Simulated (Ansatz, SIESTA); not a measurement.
A SIESTA input for a self-consistent single point of Si (Fd-3m, 2 atoms in the cell) (DFT, GGA PBE, numerical atomic orbitals TZP, PseudoDojo PBE standard norm-conserving potentials (rewritten from UPF to PSML)):

```
# files in the folder: Si.psml (PseudoDojo PBE standard)
SystemName  Si
SystemLabel si

NumberOfAtoms                2
NumberOfSpecies              1
%block ChemicalSpeciesLabel
  1 14 Si
%endblock ChemicalSpeciesLabel
LatticeConstant              3.777574 Ang
%block LatticeVectors
     0.000000000    0.707106730    0.707106730
     0.707106730    0.000000000    0.707106730
     0.707106730    0.707106730    0.000000000
%endblock LatticeVectors
AtomicCoordinatesFormat      ScaledCartesian
%block AtomicCoordinatesAndAtomicSpecies
     0.353553365    0.353553365    0.353553365  1
     0.000000000    0.000000000    0.000000000  1
%endblock AtomicCoordinatesAndAtomicSpecies

XC.functional                GGA
XC.authors                   PBE
PAO.BasisSize                TZP
PAO.EnergyShift              0.01 Ry
MeshCutoff                   350 Ry
%block kgrid.MonkhorstPack
    8   0   0  0.0
    0   8   0  0.0
    0   0   8  0.0
%endblock kgrid.MonkhorstPack
OccupationFunction           FD
ElectronicTemperature        20.0 meV

MaxSCFIterations             150
SCF.Mixer.Method             Pulay
SCF.Mixer.Weight             0.2
SCF.Mixer.History            6
SCF.DM.Tolerance             1.0E-05
Diag.ParallelOverK           true
WriteForces                  true
Charge.Mulliken              end
```

Write the same calculation as an input for Ansatz (a program for electronic structure).

One input that does it (others would too):

Ansatz 0.2 input:
```yaml
crystal:
  lattice:
    - [0.000000, 2.671148, 2.671148]
    - [2.671148, 0.000000, 2.671148]
    - [2.671148, 2.671148, 0.000000]
  atoms:
    - { symbol: Si, position: [0.250000, 0.250000, 0.250000] }
    - { symbol: Si, position: [0.000000, 0.000000, 0.000000] }
kpoints:
  mp_grid: { grid: [8, 8, 8] }
hamiltonian:
  xc: pbe
  pseudopotentials: { kind: paw }
scf:
  occupations: { method: fermi_dirac, width: 0.02 eV }
output:
  forces: true
  eigenvalues: true
  stress: true
```

Basis, cutoffs, solver keys and any potentials are the target program's own. This input uses DFT, PBE, plane waves, default PAW files. Both were run: pressure 8.18 GPa in SIESTA and 7.32 in Ansatz; gap on the mesh 0.488 eV in SIESTA and 0.528 in Ansatz. Ansatz's pressure is the one without its finite-basis correction.

On Ansatz: the starting cell comes from a database of computed structures (which also holds hypothetical and non-ambient phases and stackings), without a prior relaxation at this level. Its lattice was rescaled by a random factor within 2.5 % of one. For this run, on top of that: lattice scaled by 0.98. With a pressure of about 7 GPa the cell is away from its equilibrium volume at this level.

On SIESTA: the starting cell comes from a database of computed structures (which also holds hypothetical and non-ambient phases and stackings), without a prior relaxation at this level. Its lattice was rescaled by a random factor within 2.5 % of one. For this run, on top of that: lattice scaled by 0.98. Values carry the incompleteness of an atom-centred basis. With a pressure of about 8 GPa the cell is away from its equilibrium volume at this level.
